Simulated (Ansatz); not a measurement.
The starting structures come from a database of crystals and need not be the phases stable at ambient conditions.

# Evanescent states of Rb₃H₅Pt (P4/mbm, not sure to be the ambient phase, 18 atoms a cell, 19.8 Å³ an atom) along the normal of (001)

All values below come from PBEsol (plane waves, PAW; Ansatz, an electronic-structure program).

The gap is the functional's own, uncorrected, and κ follows it; spin-orbit coupling is left out. Mid-gap values are interpolated between the computed energies.

Energies count from the valence-band top; κ is the least over a 4×4 mesh across the current.

```json
[
 {"E (eV)": "0.07", "κ (1/Å)": "0.125", "where": "Γ"},
 {"E (eV)": "0.20", "κ (1/Å)": "0.201", "where": "Γ"},
 {"E (eV)": "0.33", "κ (1/Å)": "0.245", "where": "Γ"},
 {"E (eV)": "0.46", "κ (1/Å)": "0.274", "where": "Γ"},
 {"E (eV)": "0.58", "κ (1/Å)": "0.295", "where": "Γ"},
 {"E (eV)": "0.71", "κ (1/Å)": "___", "where": "Γ"},
 {"E (eV)": "0.84", "κ (1/Å)": "___", "where": "Γ"},
 {"E (eV)": "0.97", "κ (1/Å)": "___", "where": "Γ"},
 {"E (eV)": "1.10", "κ (1/Å)": "___", "where": "Γ"},
 {"E (eV)": "1.24", "κ (1/Å)": "___", "where": "Γ"},
 {"E (eV)": "1.36", "κ (1/Å)": "___", "where": "Γ"},
 {"E (eV)": "1.50", "κ (1/Å)": "___", "where": "Γ"},
 {"E (eV)": "1.62", "κ (1/Å)": "___", "where": "Γ"},
 {"E (eV)": "1.75", "κ (1/Å)": "___", "where": "Γ"},
 {"E (eV)": "1.89", "κ (1/Å)": "___", "where": "off Γ"},
 {"E (eV)": "2.02", "κ (1/Å)": "0.309", "where": "off Γ"},
 {"E (eV)": "2.15", "κ (1/Å)": "0.278", "where": "off Γ"},
 {"E (eV)": "2.27", "κ (1/Å)": "0.238", "where": "off Γ"},
 {"E (eV)": "2.40", "κ (1/Å)": "0.183", "where": "off Γ"},
 {"E (eV)": "2.54", "κ (1/Å)": "0.091", "where": "off Γ"}
]
```

Problem. Complete the blanks.

Solution. 
- 0.71, κ (1/Å): 0.311
- 0.84, κ (1/Å): 0.323
- 0.97, κ (1/Å): 0.331
- 1.10, κ (1/Å): 0.337
- 1.24, κ (1/Å): 0.341
- 1.36, κ (1/Å): 0.343
- 1.50, κ (1/Å): 0.344
- 1.62, κ (1/Å): 0.343
- 1.75, κ (1/Å): 0.340
- 1.89, κ (1/Å): 0.335
